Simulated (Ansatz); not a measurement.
# Y interstitial in alpha quartz

The numbers are results of PBE, PAW (plane waves to 420 eV; Ansatz, a program for electronic structure), not measurements. Cell: 72 sites, 2×2×2; final energies on a 2×2×2 Γ-centred mesh. Site at the start: void with 6O2Si nearest. Finite-size correction: monopole term and site-potential alignment. Dielectric constants: PBE linear response of the host. Host gap at this level: 5.68 eV. Finite-size and sampling errors can reach tenths of an eV here. The semilocal functional narrows the gap, so deep levels can fall outside it. Spin–orbit coupling is left out. Each state is the lowest found from its start.

Formation energies E_f are given with the Fermi level at the valence-band maximum. Chemical conditions: O-rich (Δμ(Y) = -9.30 eV, bounded by Y2SiO5 (C2/c); only phases computed here count, gases as isolated molecules at 0 K); Si-rich (Δμ(Y) = -3.06 eV, bounded by Y2SiO5 (C2/c); only phases computed here count, gases as isolated molecules at 0 K). Reference phases: Y: hcp Y.

The name describes the start; the neighbours show where the atoms ended.

Charges from +3 to 0 were run; one beyond them could lie lower near a band edge.

```json
[
 {"charge": "+3", "moment (μB)": "not spin-polarised", "point group": "C2", "largest move off a lattice site (Å)": "0.71", "neighbours of the last Y atom of the defect at the end (Å)": "O 2.27, O 2.27, O 2.37, O 2.37, O 2.46, O 2.46", "image correction with alignment (eV)": "4.81", "E_f, O-rich (eV)": "1.98", "E_f, Si-rich (eV)": "-4.26"},
 {"charge": "+2", "moment (μB)": "1.0", "point group": "C2", "largest move off a lattice site (Å)": "0.62", "neighbours of the last Y atom of the defect at the end (Å)": "O 2.33, O 2.33, O 2.43, O 2.43", "image correction with alignment (eV)": "2.38", "E_f, O-rich (eV)": "5.03", "E_f, Si-rich (eV)": "-1.21"},
 {"charge": "+1", "moment (μB)": "not spin-polarised", "point group": "C1", "largest move off a lattice site (Å)": "1.08", "neighbours of the last Y atom of the defect at the end (Å)": "O 2.11, O 2.35, O 2.39, O 2.44, O 2.57, Si 2.68, O 2.68", "image correction with alignment (eV)": "0.82", "E_f, O-rich (eV)": "8.18", "E_f, Si-rich (eV)": "1.93"},
 {"charge": "0", "moment (μB)": "1.0", "point group": "C1", "largest move off a lattice site (Å)": "1.11", "neighbours of the last Y atom of the defect at the end (Å)": "O 2.15, O 2.40, O 2.44, O 2.47, O 2.59, Si 2.68, Si 2.90", "image correction with alignment (eV)": "0.00", "E_f, O-rich (eV)": "13.42", "E_f, Si-rich (eV)": "7.17"}
]
```

Point groups are those of the whole cell at tolerances of 0.03 and 0.1 Å ("near" where only the looser one holds); none is given for unsettled states.

Transition levels above the valence-band maximum: ε(+3/+2) = 3.05 eV; ε(+2/+1) = 3.15 eV; ε(+1/0) = 5.24 eV. On the lower envelope of the bound states, inside the gap: (+3/+2) at 3.05 eV; (+2/+1) at 3.15 eV; (+1/0) at 5.24 eV.

Flagged in the runs: a doubtful potential alignment, a host whose relaxation on this sampling wasn't shown to rest, a strain field that reaches the edge of the cell.
